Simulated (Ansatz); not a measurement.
Abridged Ansatz (a quantum-chemistry and plane-wave program) output:

```
Relaxation: its limit of steps is 50 (relax.max_steps)
Pseudopotential: Nb, paw, valence charge 13
Crystal: 1 atoms, lattice volume = 17.230 Å³
Basis set: ecut = 500 eV, 431 PW (Γ), exchange–correlation on 96×96×96 points (64 copies of the dense FFT grid, shifted against one another)
Bands: 11, of which v1, the nominal top of the filled ones, is band 7 counted from 1 (6 counted from 0)
Symmetry: 16 space group operations
k-points: 1639 of 21952
Functional: x = r2scan, c = r2scan; τ floored in thin density (d = 2e-4 eV/Å³)
SCF iter   1: F=—  HF=-4563.622613 eV  |F-HF|=—  |Δ(HF+E_count)|=         —  Δρ=1.03e-2  dr2=1.33e-2  dr2_τ=1.07e-2  ethr=1.77e-3  ⟨swp⟩=5.0  Hψ=110115  notcnv=0
SCF iter   2: F=—  HF=-4563.621498 eV  |F-HF|=—  |Δ(HF+E_count)|=   1.12e-3  Δρ=3.56e-3  dr2=6.44e-4  dr2_τ=5.07e-4  ethr=1.03e-4  ⟨swp⟩=2.8  Hψ=42636  notcnv=0
SCF 1 converged in 6 iterations: F = -4563.621904 eV  dr2 = 3.73e-9
relax step   1: F+E_penalty+E_count = -4563.62190381 eV  Δ(F+E_penalty+E_count) = +0.000e0 eV  max|allowed force component| = 0.000e0 eV/Å  Δτ_max = 0.0000 Å  P = +8.840 GPa  Ω = 17.230 Å³  fix = [a, b, gamma]  reactions: a +10.920, b +10.920 GPa  (6 SCF iters, dr2 threshold 1.00e-7 eV, accepted)
[... steps on the carried basis left out ...]
relax step   5: F+E_penalty+E_count = -4563.62606976 eV  Δ(F+E_penalty+E_count) = -6.959e-7 eV  max|allowed force component| = 0.000e0 eV/Å  Δτ_max = 0.0000 Å  P = +5.534 GPa  Ω = 17.533 Å³  energy of the carried Pulay correction = -1.806e-4 eV  fix = [a, b, gamma]  reactions: a +8.301, b +8.301 GPa  (3 SCF iters, dr2 threshold 6.58e-10 eV, accepted)
Crystal: 1 atoms, lattice volume = 17.533 Å³
SCF iter   1: F=—  HF=-4563.626258 eV  |F-HF|=—  |Δ(HF+E_count)|=         —  Δρ=8.04e-5  dr2=1.14e-7  dr2_τ=1.16e-6  ethr=8.47e-9  ⟨swp⟩=3.5  Hψ=166231  notcnv=0
SCF iter   2: F=—  HF=-4563.626259 eV  |F-HF|=—  |Δ(HF+E_count)|=   5.13e-7  Δρ=3.97e-5  dr2=2.71e-8  dr2_τ=4.98e-8  ethr=8.76e-10  ⟨swp⟩=2.3  Hψ=28722  notcnv=0
SCF 6 converged in 6 iterations: F = -4563.626259 eV  dr2 = 2.89e-14
SCF converged after 6 iterations
Free energy (F): -4563.626259 eV
Internal energy: -4563.581826 eV  (E = F + TS)
E sigma→0 (E₀):  -4563.604042 eV
Entropy (-TS):   -0.044433 eV (-44.433 meV/atom)
Fermi energy:    18.335699 eV
--- Forces (eV/Å), atoms counted from 1 ---
  atom   1  Nb     0.00000000    -0.00000000     0.00000000
--- Stress (GPa, compression-positive) ---
        8.304833      -0.000000      -0.000000
       -0.000000       8.304833       0.000000
       -0.000000       0.000000       0.008921
  P = ⅓ Tr σ = 5.5395 GPa (55.395 kbar)
--- Relaxed structure (5 steps of the walk, 4 accepted, 1 SCFs on fresh bases) ---
  cell:  # Å, volume = 17.5328 Å³
    - [3.2053346253, 3.561718472822823e-22, -4.778317075744781e-11]
    - [3.5617183164879204e-22, 3.2053346253, 4.778316970874041e-11]
    - [1.6026673126754394, -1.6026673126754394, 1.7064916029603474]
  atoms:
    - { symbol: Nb, position: [0.0, 0.0, 0.0] }
```

What was computed, and what are the main results?

Nb, 1 atom in the cell, with Kohn–Sham DFT with the r2SCAN functional, run in Ansatz with PAW and 500 eV plane waves, scalar-relativistic without spin-orbit coupling. The last SCF converged to F = -4563.626259 eV, or -4563.6263 eV per atom, at a pressure of 5.54 GPa. The total energy compares only with runs of the same code, potentials and settings.

The cells carry an imposed strain or load. No phonon test of stability was made. All final runs are without spin polarisation. The cell was made from Nb in the bcc (W type) structure (space group Im-3m, No. 229) by this change: biaxial strain −3.00 %, plane normal [001], relaxed out of plane.

Keys are those of Ansatz 0.2.
